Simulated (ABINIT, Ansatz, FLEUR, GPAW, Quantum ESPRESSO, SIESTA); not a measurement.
**One structure in several programs: NaLiZnS2 (P3m1, 5 atoms in the cell)**

Self-consistent single point, at a second geometry (lattice scaled by 0.98). First geometry:

```
NaLiZnS2
1.0
    3.98206     0.00000     0.00000
   -1.99103     3.44856     0.00000
    0.00000     0.00000     6.82385
Na Li Zn S
1 1 1 2
Cartesian
  0.00000   0.00000   0.17851
  0.00000   2.29904   2.43373
  1.99103   1.14952   4.17367
  0.00000   2.29904   5.00741
  1.99103   1.14952   1.85431
```

Shared settings, as Ansatz (a program for electronic structure) writes them: kpoints.mp_grid.grid = 10 10 5; scf.occupations.method = fixed. Potentials and cutoffs stand in the table.

```csv
code,model,ΔF from the first geometry (meV/atom),pressure (GPa),largest force (eV/Å),gap on the mesh (eV),cutoff
Quantum ESPRESSO,"PBEsol, GBRV 1.5 ultrasoft (PBESOL) pseudopotentials",-3.6,0.96,0.200,1.941,50 Ry
ABINIT,"PBEsol, PAW (JTH v2.0 PBE PAW, files made for PBE)",-3.6,0.95,0.175,1.927,816 eV
GPAW,"PBEsol, GPAW PAW datasets PBEsol (made by gpaw-setup)",-3.6,1.09,0.205,1.935,850 eV
Ansatz,"PBEsol, PAW files made with PBE",-4.3,0.96,0.198,1.939,30.9 Ry
FLEUR,"PBEsol, all-electron FLAPW (FLEUR), scalar-relativistic valence",-3.4,–,0.237,1.942,Kmax 4.1 1/bohr
SIESTA,"GGA PBEsol, numerical atomic orbitals DZP, PseudoDojo PBEsol standard norm-conserving potentials (rewritten from UPF to PSML)",1.2,1.91,–,2.152,grid 300 Ry
```

Size of the force on each atom (eV/Å): Sizes of forces hide their directions.

```csv
code,Na1,Li2,Zn3,S4,S5
Quantum ESPRESSO,0.056,0.034,0.135,0.089,0.200
ABINIT,0.061,0.036,0.126,0.073,0.175
GPAW,0.056,0.037,0.135,0.088,0.205
Ansatz,0.052,0.033,0.132,0.084,0.198
FLEUR,0.050,0.033,0.156,0.091,0.237
```

A dash marks a value that a program does not give, or that is left out as unsure.

Gaps are read on the mesh.

The spread over the programs that give each value: ΔF from the first geometry within 5.5 meV/atom; pressure within 0.96 GPa; largest force within 0.062 eV/Å; gap on the mesh within 0.225 eV.

SIESTA uses small atom-centred bases, whose incompleteness enters pressures, forces and empty levels differently from a plane-wave cutoff. FLEUR treats all electrons, but the usual bases taken here (sphere radii, linearisation, local orbitals, empty states) were not tested for convergence, so the values are no reference for the others. Ansatz's pressure is given at a fixed set of plane waves, as the other plane-wave codes print theirs; with its correction for the finite basis it is 1.00 GPa. In the gap, SIESTA (by 0.215) lies more than 0.12 eV from the median of the plane-wave programs.

The starting cell comes from a database of computed structures (which also holds hypothetical and non-ambient phases and stackings), without a prior relaxation at this level. For this run, on top of that: lattice scaled by 0.98.

Left out of this page: CP2K (unsound by tests on forces, stress, charge or solver warnings).

Keys are those of Ansatz 0.2.
